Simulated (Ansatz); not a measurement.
# RhS2 (Pa-3, No. 205, 12 atoms in the cell; start COD 5910087)

Level of theory: r²SCAN in Ansatz (PAW).

Numerical settings: plane-wave cutoff 560 eV, 10×10×10 k mesh, Fermi–Dirac smearing 0.05 eV, no spin polarisation, scalar-relativistic PAW data made under PBE.

Cell (relaxed at this level):

Space group Pa-3 (No. 205); a = b = c = 5.7340 Å, α = β = γ = 90.00°

```json
[
 {"atom": "Rh", "site": "4a", "symmetry": ".-3.", "x": "0.0000", "y": "0.0000", "z": "0.0000"},
 {"atom": "S", "site": "8c", "symmetry": ".3.", "x": "0.3916", "y": "0.3916", "z": "0.3916"}
]
```

```yaml
bulk_modulus: 140 GPa
```

Note: the run has no spin polarisation, so it can have missed a magnetic state; the bulk modulus is −V dP/dV from two relaxed cells at ±2 % in volume; the relaxation could not lower the start's symmetry, so the cell can be a saddle point above a distorted one.

The computed numbers hold no vibrational or temperature effects.

Ansatz is a first-principles code.
